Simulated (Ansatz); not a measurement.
Worked example: self-consistent single point of Sn (Im-3m, 1 atom in the cell) in Ansatz (a program for electronic structure).

Method of the run: LDA (PW92), default PAW files made with PBE (plane waves; Ansatz).

```xyz
1
Lattice="-1.8890 1.8890 1.8890 1.8890 -1.8890 1.8890 1.8890 1.8890 -1.8890" Properties=species:S:1:pos:R:3 pbc="T T T"
Sn     0.0000     0.0000     0.0000
```

Reference input (self-consistent single point, DFT, LDA (PW92), plane waves, default PAW files made with PBE): basis.ecutwfc = 420 eV; kpoints.mp_grid.grid = 12 12 12; hamiltonian.xc = lda; hamiltonian.pseudopotentials = {kind: paw} (the program's default PAW files); scf.occupations.method = gaussian; scf.occupations.width = 0.1 eV. This run's input differs from it in these lines:

Ansatz 0.2 input:
```diff
@@ -9,3 +9,3 @@
 basis:
-  ecutwfc: 420.0
+  ecutwfc: 1010.0
 kpoints:
```

Output (repeated stretches shortened):

```
SCF iter   1: F=—  HF=-5879.479688 eV  |F-HF|=—  |Δ(HF+E_count)|=         —  Δρ=6.42e-3  dr2=5.02e-3  ethr=1.77e-3  ⟨swp⟩=5.0  Hψ=4988  notcnv=0
all-band conjugate gradients solve this SCF's bands
preconditioner: auto → none
SCF iter   2: F=—  HF=-5879.476843 eV  |F-HF|=—  |Δ(HF+E_count)|=   2.85e-3  Δρ=2.45e-3  dr2=7.79e-4  ethr=3.58e-5  ⟨swp⟩=2.0  Hψ=1690  notcnv=0
SCF iter   3: F=—  HF=-5879.476607 eV  |F-HF|=—  |Δ(HF+E_count)|=   2.35e-4  Δρ=1.67e-4  dr2=8.12e-6  ethr=5.56e-6  ⟨swp⟩=2.0  Hψ=1201  notcnv=0
SCF iter   4: F=—  HF=-5879.476606 eV  |F-HF|=—  |Δ(HF+E_count)|=   7.46e-7  Δρ=7.76e-5  dr2=1.13e-6  ethr=5.80e-8  ⟨swp⟩=2.0  Hψ=1280  notcnv=0
iter 5 did not close the SCF: its close was put off for the readings that it lacked (scf_convergence_deferred on its scf_iter line)
SCF iter   5: F=-5879.476606 eV  HF=-5879.476606 eV  |F-HF|=8.92e-8  |Δ(HF+E_count)|=   6.47e-7  Δρ=1.94e-5  dr2=6.23e-8  ethr=8.07e-9  ⟨swp⟩=2.0  Hψ=1280  notcnv=0
SCF iter   6: F=-5879.476606 eV  HF=-5879.476606 eV  |F-HF|=3.79e-9  |Δ(HF+E_count)|=   4.52e-8  Δρ=3.83e-6  dr2=2.64e-9  ethr=4.45e-10  ⟨swp⟩=4.3  Hψ=3705  notcnv=0
SCF 1 converged in 6 iterations: F = -5879.476606 eV  dr2 = 2.64e-9
Free energy (F): -5879.476606 eV
Internal energy: -5879.474321 eV  (E = F + TS)
E sigma→0 (E₀):  -5879.475463 eV
Entropy (-TS):   -0.002285 eV (-2.285 meV/atom)
Fermi energy:    10.652207 eV
--- Forces (eV/Å), atoms counted from 1 ---
  atom   1  Sn     0.00000000    -0.00000000     0.00000000
--- Stress (GPa, compression-positive) ---
       -3.185467      -0.000000      -0.000000
       -0.000000      -3.185467      -0.000000
       -0.000000      -0.000000      -3.185467
  P = ⅓ Tr σ = -3.1855 GPa (-31.855 kbar)
  The stress holds the Pulay correction. Without it, at fixed plane waves, as pw.x and ABINIT print it: P = -3.1859 GPa
```

The run converged in 6 iterations. Against the reference run the free energy drops by 1.2 meV/atom and the pressure moves little (-3.18 to -3.19 GPa).

The starting cell comes from a database of computed structures (which also holds hypothetical and non-ambient phases and stackings), without a prior relaxation at this level. Its lattice was rescaled by up to half a per cent. Ansatz's pressure includes its estimate of the finite-basis (Pulay) stress.
